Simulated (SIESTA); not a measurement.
Worked example: self-consistent single point of HfMnGe (P-62m, 9 atoms in the cell) in SIESTA

Computed with GGA PBEsol, numerical atomic orbitals DZP, PseudoDojo PBEsol standard norm-conserving potentials (rewritten from UPF to PSML) (SIESTA 5.4.2).

This input was run:

```
# files in the folder: Hf.psml Mn.psml Ge.psml (PseudoDojo PBEsol standard)
SystemName  HfMnGe
SystemLabel HfMnGe

NumberOfAtoms                9
NumberOfSpecies              3
%block ChemicalSpeciesLabel
  1 72 Hf
  2 25 Mn
  3 32 Ge
%endblock ChemicalSpeciesLabel
LatticeConstant              1.0 Ang
%block LatticeVectors
     6.743790000    0.000000000    0.000000000
    -3.371895000    5.840293000    0.000000000
     0.000000000    0.000000000    3.769130000
%endblock LatticeVectors
AtomicCoordinatesFormat      Ang
%block AtomicCoordinatesAndAtomicSpecies
    -1.391210158    2.409646489    1.884565000  1
     2.782420316    0.000000000    1.884565000  1
     1.980684842    3.430646511    1.884565000  1
    -2.536137105    4.392717977    0.000000000  2
     5.072274211    0.000000000    0.000000000  2
     0.835757895    1.447575023    0.000000000  2
    -0.000003372    3.893530613    0.000000000  3
     3.371898372    1.946762387    0.000000000  3
     0.000000000    0.000000000    1.884565000  3
%endblock AtomicCoordinatesAndAtomicSpecies

XC.functional                GGA
XC.authors                   PBEsol
PAO.BasisSize                DZP
PAO.EnergyShift              0.005 Ry
MeshCutoff                   300 Ry
%block kgrid.MonkhorstPack
    6   0   0  0.0
    0   6   0  0.0
    0   0   9  0.0
%endblock kgrid.MonkhorstPack
OccupationFunction           FD
ElectronicTemperature        1160.45 K
Spin                         polarized
%block DM.InitSpin
  1 +1.00
  2 +1.00
  3 +1.00
  4 +4.00
  5 +4.00
  6 +4.00
  7 +0.00
  8 +0.00
  9 +0.00
%endblock DM.InitSpin

MaxSCFIterations             150
SCF.Mixer.Method             Pulay
SCF.Mixer.Weight             0.1
SCF.Mixer.History            6
SCF.DM.Tolerance             1.0E-04
Diag.ParallelOverK           true
WriteForces                  true
Charge.Mulliken              end
```

The program printed (abridged):

```
reinit: Reading from file input.fdf

reinit: System Name: HfMnGe
reinit: System Label: HfMnGe

NOTE on units for spin output:
{S} is the spin magnetic moment, in units of the Bohr magneton,
assuming a g-factor for the electron spin of exactly 2.
The spin magnetic moment is then numerically equal to the charge inbalance,
in units of electrons, between the spin-up and -down channels.

coor:   Atomic-coordinates input format  =     Cartesian coordinates
coor:                                          (in Angstroms)

siesta: Atomic coordinates (Bohr) and species
siesta:     -2.62901   4.55357   3.56131  1        1
siesta:      5.25801   0.00000   3.56131  1        2
siesta:      3.74295   6.48298   3.56131  1        3
siesta:     -4.79260   8.30103   0.00000  2        4
siesta:      9.58521   0.00000   0.00000  2        5
siesta:      1.57935   2.73552   0.00000  2        6
siesta:     -0.00001   7.35771   0.00000  3        7
siesta:      6.37196   3.67885   0.00000  3        8
siesta:      0.00000   0.00000   3.56131  3        9

siesta: System type = bulk

initatomlists: Number of atoms, orbitals, and projectors:      9   168   204

siesta: ******************** Simulation parameters ****************************
redata: Spin configuration                          = collinear
redata: Time-Reversal Symmetry                      = T
redata: Number of Atomic Species                    =        3
redata: Mesh Cutoff                                 =   300.0000 Ry
redata: Net charge of the system                    =     0.0000 |e|
redata: Min. number of SCF Iter                     =        0
redata: Max. number of SCF Iter                     =      150
redata: SCF convergence failure will abort job
redata: SCF mix quantity                            = Hamiltonian
redata: Mix DM or H after convergence               =   F
redata: Recompute H after scf cycle                 =   F
   [... lines left out ...]
diag: Used triangular part                          = Lower
diag: Absolute tolerance                            =  0.100E-15
diag: Orthogonalization factor                      =  0.100E-05
diag: Memory factor                                 =  1.0000

superc: Internal auxiliary supercell:     5 x     5 x     5  =     125
superc: Number of atoms, orbitals, and projectors:   1125  21000  25500

                        Single-point calculation

superc: Internal auxiliary supercell:     5 x     5 x     5  =     125
superc: Number of atoms, orbitals, and projectors:   1125  21000  25500

outcell: Unit cell vectors (Ang):
        6.743790    0.000000    0.000000
       -3.371895    5.840293    0.000000
        0.000000    0.000000    3.769130

outcell: Cell vector modules (Ang)   :    6.743790    6.743790    3.769130
outcell: Cell angles (23,13,12) (deg):     90.0000     90.0000    120.0000
outcell: Cell volume (Ang**3)        :    148.4499
new_DM -- step:     1
Initializing Density Matrix...

Attempting to read DM from file... Failed...
DM filled with atomic data (user-defined):

InitMesh: MESH = 64 x 64 x 40 = 163840
InitMesh: Mesh cutoff (required, used) =   300.000   311.272 Ry

stepf: Fermi-Dirac step function
        iscf     Eharris(eV)        E_KS(eV)     FreeEng(eV)     dDmax    Ef(eV) dHmax(eV)
   scf:    1   -20675.016506   -20747.118009   -20747.279960  0.881498 -3.612981 16.693315
     spin moment: {S} , |S| = {        0.0        0.0    8.54279 }     8.54279
   scf:    2   -20767.004126   -20762.160979   -20762.303702  0.171842 -4.169697  5.306305
     spin moment: {S} , |S| = {        0.0        0.0    8.84503 }     8.84503
   scf:    3   -20764.830340   -20763.599221   -20763.744128  0.032877 -4.325410  4.344084
     spin moment: {S} , |S| = {        0.0        0.0    8.75104 }     8.75104
   scf:    4   -20765.961967   -20765.152010   -20765.303997  0.074343 -4.627962  1.917152
     spin moment: {S} , |S| = {        0.0        0.0    8.46068 }     8.46068
   scf:    5   -20765.376395   -20765.296797   -20765.449259  0.041422 -4.716854  0.740505
     spin moment: {S} , |S| = {        0.0        0.0    8.21717 }     8.21717
   scf:    6   -20765.044672   -20765.247719   -20765.401880  0.020858 -4.749741  0.783696
   [... lines left out ...]
   scf:   14   -20765.358554   -20765.359132   -20765.519911  0.000540 -4.723913  0.005645
     spin moment: {S} , |S| = {        0.0        0.0    7.59777 }     7.59777
   scf:   15   -20765.358628   -20765.358879   -20765.519928  0.000252 -4.723896  0.003263
     spin moment: {S} , |S| = {        0.0        0.0    7.59385 }     7.59385
   scf:   16   -20765.358566   -20765.358722   -20765.519937  0.000214 -4.723837  0.002238
     spin moment: {S} , |S| = {        0.0        0.0    7.59234 }     7.59234
   scf:   17   -20765.358647   -20765.358684   -20765.519939  0.000053 -4.723839  0.001997
     spin moment: {S} , |S| = {        0.0        0.0    7.59200 }     7.59200
   scf:   18   -20765.358165   -20765.358423   -20765.519947  0.000351 -4.723862  0.000642
     spin moment: {S} , |S| = {        0.0        0.0    7.58932 }     7.58932
   scf:   19   -20765.358326   -20765.358374   -20765.519947  0.000057 -4.723852  0.000620
     spin moment: {S} , |S| = {        0.0        0.0    7.58876 }     7.58876
SCF Convergence by DM+H criterion
max |DM_out - DM_in|         :     0.0000569673
max |H_out - H_in|      (eV) :     0.0006200161
SCF cycle converged after 19 iterations

Using DM_out to compute the final energy and forces

siesta: E_KS(eV) =           -20765.3584

siesta: E_KS - E_eggbox =    -20765.3584

siesta: Atomic forces (eV/Ang):
     1    0.004661   -0.008313    0.000000
     2   -0.009532   -0.000120    0.000000
     3    0.004525    0.007837    0.000000
     4   -0.069651    0.121062   -0.000000
     5    0.139668    0.000211   -0.000000
     6   -0.069667   -0.120669   -0.000000
     7   -0.000060   -0.000109    0.000000
     8   -0.000065   -0.000111    0.000000
     9    0.000117    0.000206    0.000000
   Tot   -0.000004   -0.000006    0.000000
   Max    0.139668
   Res    0.046624    sqrt( Sum f_i^2 / 3N )
   Max    0.139668    constrained

Stress tensor Voigt[x,y,z,yz,xz,xy] (kbar):       54.53       55.08       53.70       -0.00        0.00        0.47
(Free)E + p*V (eV/cell)   -20770.5638
Target enthalpy (eV/cell)   -20765.5199

siesta: Program's energy decomposition (eV):
siesta: Ebs     =     -3713.597974
siesta: Eions   =     24983.544924
siesta: Ena     =      2134.748343
siesta: Ekin    =     10587.676847
siesta: Enl     =     -4233.894140
siesta: Eso     =         0.000000
siesta: Edftu   =         0.000000
siesta: DEna    =       130.640878
siesta: DUscf   =         3.454260
siesta: DUext   =         0.000000
siesta: Ex      =     -4130.066661
siesta: Ec      =      -274.372978
siesta: Exc     =     -4404.439638
siesta: Eharris =    -20765.358326
siesta: Etot    =    -20765.358374
siesta: FreeEng =    -20765.519947

siesta: Atomic forces (eV/Ang):
siesta:      1    0.004661   -0.008313    0.000000
siesta:      2   -0.009532   -0.000120    0.000000
siesta:      3    0.004525    0.007837    0.000000
siesta:      4   -0.069651    0.121062   -0.000000
siesta:      5    0.139668    0.000211   -0.000000
siesta:      6   -0.069667   -0.120669   -0.000000
siesta:      7   -0.000060   -0.000109    0.000000
siesta:      8   -0.000065   -0.000111    0.000000
   [... lines left out ...]
siesta: Cell volume =        148.449859 Ang**3
siesta:         -54.43691868        -58.63143944  kBar
   [... lines left out ...]

             -0.024  -0.036  -0.036

Species: Ge
Atom  Qatom  Qorb
               4s      4s      4py     4pz     4px     4py     4pz     4px
               3dxy    3dyz    3dz2    3dxz    3dx2-y2 4dxy    4dyz    4dz2
               4dxz    4dx2-y2
   7  7.847   0.806  -0.005   0.503   0.524   0.503   0.030   0.006   0.030
              1.003   1.005   1.003   1.005   1.003   0.092   0.093   0.062

              0.093   0.092
   8  7.847   0.806  -0.005   0.503   0.524   0.503   0.030   0.006   0.030
              1.003   1.005   1.003   1.005   1.003   0.092   0.093   0.062

              0.093   0.092
   9  7.954   0.715   0.045   0.493   0.642   0.493   0.030  -0.039   0.030
              1.004   1.001   1.004   1.001   1.004   0.093   0.118   0.109

              0.118   0.093

mulliken: Qtot =       57.706

Mulliken Atomic Populations:
Atom #   charge [q] valence [e]      Sz [e]  Species
     1     0.838796   11.161204   -0.467806  Hf
     2     0.838797   11.161203   -0.467805  Hf
     3     0.838681   11.161319   -0.467821  Hf
     4     0.777326   14.222674    3.146982  Mn
     5     0.777327   14.222673    3.146982  Mn
     6     0.777234   14.222766    3.146960  Mn
     7    -1.611017   15.611017   -0.083296  Ge
     8    -1.611017   15.611017   -0.083296  Ge
     9    -1.626128   15.626128   -0.282139  Ge
 Total    -0.000000                7.588761
```

The run converged in 19 iterations.

The starting cell comes from a database of computed structures (which also holds hypothetical and non-ambient phases and stackings), without a prior relaxation at this level. The magnetic order is the one reached from the typed start; others were not searched systematically. Values carry the incompleteness of an atom-centred basis. With a pressure of about -5 GPa the cell is away from its equilibrium volume at this level.

Cost on one core of a shared machine: roughly 10 min.
